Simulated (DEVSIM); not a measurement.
Structure: Si n+/n-/n+ resistor, at 300 K.

```tsv
layer (left to right)	material	thickness (μm)	Nd (cm⁻³)	τn (s)	τp (s)
1	Si	0.800	2.8e18	3.6e-7	3.6e-7
2	Si	0.240	4.4e15	3.6e-7	3.6e-7
3	Si	0.390	7.6e18	3.6e-7	3.6e-7
```

Left contact: ohmic. Right contact: ohmic. Voltage is applied to the left contact. Recombination: SRH at mid-gap, Auger. Mobility is constant in doping.

The device is made up for the run: typed textbook-type constants, with dimensions and the other settings drawn at random. Values at 300 K.

```csv
parameter,Si
gap (eV),1.124
affinity (eV),4.05
permittivity,11.7
Nc (cm⁻³),2.86e19
Nv (cm⁻³),3.1e19
μn (cm²/Vs),1417
μp (cm²/Vs),470
Cn (cm⁶/s),2.8e-31
Cp (cm⁶/s),9.9e-32
```

Simulated with DEVSIM: 1D drift-diffusion, Boltzmann statistics, complete ionisation; no tunnelling, impact ionisation, image-force lowering or self-heating.

Task: Tabulate band edges, carrier densities and field at 1.15 V on the left contact.

Result: Energies count from the Fermi level of the right contact; mesh points crowd at the junctions.

```json
[
 {"x (μm)": "0.000", "Ec (eV)": "-1.090", "Ev (eV)": "-2.214", "n (cm⁻³)": "2.8e18", "p (cm⁻³)": "< 1e2", "field (V/cm)": "450"},
 {"x (μm)": "0.02166", "Ec (eV)": "-1.089", "Ev (eV)": "-2.213", "n (cm⁻³)": "2.8e18", "p (cm⁻³)": "< 1e2", "field (V/cm)": "450"},
 {"x (μm)": "0.06165", "Ec (eV)": "-1.087", "Ev (eV)": "-2.211", "n (cm⁻³)": "2.8e18", "p (cm⁻³)": "< 1e2", "field (V/cm)": "450"},
 {"x (μm)": "0.1355", "Ec (eV)": "-1.084", "Ev (eV)": "-2.208", "n (cm⁻³)": "2.8e18", "p (cm⁻³)": "< 1e2", "field (V/cm)": "450"},
 {"x (μm)": "0.3346", "Ec (eV)": "-1.075", "Ev (eV)": "-2.199", "n (cm⁻³)": "2.8e18", "p (cm⁻³)": "< 1e2", "field (V/cm)": "450"},
 {"x (μm)": "0.5464", "Ec (eV)": "-1.065", "Ev (eV)": "-2.189", "n (cm⁻³)": "2.8e18", "p (cm⁻³)": "< 1e2", "field (V/cm)": "450"},
 {"x (μm)": "0.6744", "Ec (eV)": "-1.059", "Ev (eV)": "-2.183", "n (cm⁻³)": "2.8e18", "p (cm⁻³)": "< 1e2", "field (V/cm)": "450"},
 {"x (μm)": "0.7580", "Ec (eV)": "-1.056", "Ev (eV)": "-2.179", "n (cm⁻³)": "2.8e18", "p (cm⁻³)": "< 1e2", "field (V/cm)": "450"},
 {"x (μm)": "0.7890", "Ec (eV)": "-1.054", "Ev (eV)": "-2.178", "n (cm⁻³)": "2.7e18", "p (cm⁻³)": "< 1e2", "field (V/cm)": "2500"},
 {"x (μm)": "0.8065", "Ec (eV)": "-0.959", "Ev (eV)": "-2.083", "n (cm⁻³)": "8.7e16", "p (cm⁻³)": "< 1e2", "field (V/cm)": "82000"},
 {"x (μm)": "0.8316", "Ec (eV)": "-0.767", "Ev (eV)": "-1.891", "n (cm⁻³)": "1.7e16", "p (cm⁻³)": "< 1e2", "field (V/cm)": "74000"},
 {"x (μm)": "0.8921", "Ec (eV)": "-0.358", "Ev (eV)": "-1.482", "n (cm⁻³)": "2.1e16", "p (cm⁻³)": "< 1e2", "field (V/cm)": "61000"},
 {"x (μm)": "0.9581", "Ec (eV)": "-0.019", "Ev (eV)": "-1.143", "n (cm⁻³)": "3.0e16", "p (cm⁻³)": "< 1e2", "field (V/cm)": "40000"},
 {"x (μm)": "1.004", "Ec (eV)": "0.115", "Ev (eV)": "-1.009", "n (cm⁻³)": "5.7e16", "p (cm⁻³)": "1300", "field (V/cm)": "16000"},
 {"x (μm)": "1.036", "Ec (eV)": "0.086", "Ev (eV)": "-1.038", "n (cm⁻³)": "8.0e17", "p (cm⁻³)": "430", "field (V/cm)": "-70000"},
 {"x (μm)": "1.055", "Ec (eV)": "0.028", "Ev (eV)": "-1.096", "n (cm⁻³)": "7.6e18", "p (cm⁻³)": "< 1e2", "field (V/cm)": "160"},
 {"x (μm)": "1.087", "Ec (eV)": "0.029", "Ev (eV)": "-1.095", "n (cm⁻³)": "7.6e18", "p (cm⁻³)": "< 1e2", "field (V/cm)": "170"},
 {"x (μm)": "1.145", "Ec (eV)": "0.029", "Ev (eV)": "-1.095", "n (cm⁻³)": "7.6e18", "p (cm⁻³)": "< 1e2", "field (V/cm)": "170"},
 {"x (μm)": "1.278", "Ec (eV)": "0.032", "Ev (eV)": "-1.092", "n (cm⁻³)": "7.6e18", "p (cm⁻³)": "< 1e2", "field (V/cm)": "170"},
 {"x (μm)": "1.356", "Ec (eV)": "0.033", "Ev (eV)": "-1.091", "n (cm⁻³)": "7.6e18", "p (cm⁻³)": "< 1e2", "field (V/cm)": "170"},
 {"x (μm)": "1.400", "Ec (eV)": "0.034", "Ev (eV)": "-1.090", "n (cm⁻³)": "7.6e18", "p (cm⁻³)": "< 1e2", "field (V/cm)": "170"},
 {"x (μm)": "1.430", "Ec (eV)": "0.034", "Ev (eV)": "-1.090", "n (cm⁻³)": "7.6e18", "p (cm⁻³)": "< 1e2", "field (V/cm)": "170"}
]
```
